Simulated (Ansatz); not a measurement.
# CO on the 1x1 (111) surface of fcc Rh, one in a 2x2 cell, started at the site 'hollow Rh-Rh-Rh over Rh at depth 4.4 Å'

All values below come from PBE (plane waves to 420 eV, PAW; Ansatz, a program for electronic structure).

Set-up: 18 atoms, 6.5 Å thick at the start under the adsorbate (thin: gaps and levels are the slab's own); mesh 6x6x1; 0.1 eV smearing; dipole correction on; 8 atoms held, the rest relaxed; start symmetry kept, larger cells not searched; no spin, no spin-orbit, no U, no dispersion correction. At the end it is bonded to 3 Rh. In PBE this state lies 0.09 eV over the lowest of the starts that converged ('hollow Rh-Rh-Rh over Rh at depth 2.2 Å').

The adsorption energy against CO(g) is -1.81 eV and the work function of the top face is 6.23 eV. The change of the work function comes out as 1.08 eV and the change of the step from the bottom to the top vacuum level, against the clean slab is 1.09 eV. The energy released by relaxation comes out as 1.41 eV, the height of the binding atom over the mean of the host atoms within 0.3 Å of the top one is 1.412 Å and the nearest host atoms of the binding atom is Rh at 2.10 Å, Rh at 2.10 Å, Rh at 2.10 Å. The largest move of a host atom comes out as 0.07 Å and the caution is the clean host was not checked against rearrangement in a larger or rattled cell. The cost comes out as roughly 5 core-minutes.

A negative adsorption energy means that the adsorbate is more stable on the surface than in its reference.
